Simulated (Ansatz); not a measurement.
Results of HSE06 (PAW; Ansatz, a first-principles code) for A15 Nb3Sn (cubic form, which distorts at low temperature).

Settings: plane-wave cutoff 460 eV, 6×6×6 k mesh, Fermi–Dirac smearing 0.05 eV, no spin polarisation, scalar-relativistic PAW data made under PBE.

Computed points:

```tsv
V (Å³/atom)	E − E_lowest (meV/atom)	P (GPa)
17.510	26.87	10.09
17.971	5.74	4.72
18.259	0.00	1.69
18.892	5.21	-4.16
19.353	22.53	-7.81
```

Q: Estimate the bulk modulus from the pressures at 18.259 and 18.892 Å³/atom, and compare it with a fit to all energies.

A: B = −V dP/dV. Between V = 18.259 and 18.892 Å³/atom, dP/dV = (-4.16 − (1.69))/(18.892 − 18.259) = -9.24 GPa per Å³/atom; at the midpoint 18.575 Å³/atom this gives B ≈ 172 GPa. The third-order Birch–Murnaghan fit gives V0 = 18.431 Å³/atom, B0 = 177 GPa, B′ = 4.1, which lies 3 % above that estimate.

Measured, for comparison: bulk modulus 165 GPa (4 K, no zero-point or thermal correction; as tabulated in Lu and Klein (1997), arXiv:cond-mat/9704251); equilibrium volume per atom 18.49 Å³/atom (temperature not stated, no zero-point or thermal correction; as tabulated in Priinits et al. (2024), arXiv:2406.00817). Computed less measured: bulk modulus +7 %, equilibrium volume per atom -0.3 %. A static lattice is as a rule a little smaller and stiffer than an uncorrected measurement, which can account for part of this in the equilibrium volume per atom.

Note: the run has no spin polarisation, so it can have missed a magnetic state; symmetry holds this phase in the static calculation, where it need not be a minimum.

Spin–orbit coupling is not included.

The computed numbers hold no vibrational or temperature effects.

Computing time: roughly 40 core-minutes.
